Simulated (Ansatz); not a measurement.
Abridged Ansatz (a quantum-chemistry and plane-wave program) output:

```
Pseudopotential: Fe, paw, valence charge 16
Pseudopotential: S, paw, valence charge 6
Crystal: 12 atoms, lattice volume = 157.774 Å³
Basis set: ecut = 420 eV, 3071 PW (Γ), exchange–correlation on 80×80×80 points (8 copies of the dense FFT grid, shifted against one another)
Bands: 68, of which v1, the nominal top of the filled ones, is band 56 counted from 1 (55 counted from 0)
Symmetry: 24 space group operations
k-points: 11 of 125
Functional: x = pbe(κ = 0.804, μ = 0.2195149727645171), c = pbe(β = 0.06672455060314922)
SCF iter   1: F=—  HF=-25165.423987 eV  |F-HF|=—  |Δ(HF+E_count)|=         —  Δρ=2.99e-1  dr2=1.71e2  ethr=3.10e-3  ⟨swp⟩=9.3  Hψ=3494  notcnv=0
SCF iter   2: F=—  HF=-25149.047719 eV  |F-HF|=—  |Δ(HF+E_count)|=    1.64e1  Δρ=1.02e-1  dr2=2.59e1  ethr=3.10e-3  ⟨swp⟩=3.9  Hψ=2152  notcnv=0  defer=38
SCF 1 converged in 11 iterations: F = -25144.707822 eV  dr2 = 5.37e-10
SCF converged after 11 iterations
Free energy (F): -25144.707822 eV
Internal energy: -25144.706429 eV  (E = F + TS)
E sigma→0 (E₀):  -25144.707126 eV
Entropy (-TS):   -0.001393 eV (-0.116 meV/atom)
Fermi energy:    13.103155 eV
--- Forces (eV/Å), atoms counted from 1 ---
  atom   1  Fe     0.00000000    -0.00000000    -0.00000000
  atom   2  Fe     0.00000000    -0.00000000    -0.00000000
  atom   3  Fe     0.00000000    -0.00000000     0.00000000
  atom   4  Fe     0.00000000    -0.00000000     0.00000000
  atom   5  S      0.00045151     0.00045151     0.00045151
  atom   6  S      0.00045151    -0.00045151    -0.00045151
  atom   7  S     -0.00045151     0.00045151    -0.00045151
  atom   8  S     -0.00045151    -0.00045151     0.00045151
  atom   9  S     -0.00045151    -0.00045151    -0.00045151
  atom  10  S     -0.00045151     0.00045151     0.00045151
  atom  11  S      0.00045151    -0.00045151     0.00045151
  atom  12  S      0.00045151     0.00045151    -0.00045151
--- Stress (GPa, compression-positive) ---
       -0.005074       0.000000       0.000000
        0.000000      -0.005074       0.000000
        0.000000       0.000000      -0.005074
  P = ⅓ Tr σ = -0.0051 GPa (-0.051 kbar)
```

Question: What was computed, and what are the main results?

Answer: FeS2, 12 atoms in the cell, with PBE in Ansatz (plane waves to 420 eV, PAW, no spin-orbit coupling), earlier PAW set. The last SCF converged to F = -25144.707822 eV, or -2095.3923 eV per atom, at a pressure of -0.01 GPa. The total energy compares only with runs of the same code, potentials and settings.

No phonon test of stability was made. Seeded moments were not kept for the base. The final runs are not spin-polarised. The cell is FeS2 (space group Pa-3, No. 205; non-magnetic).
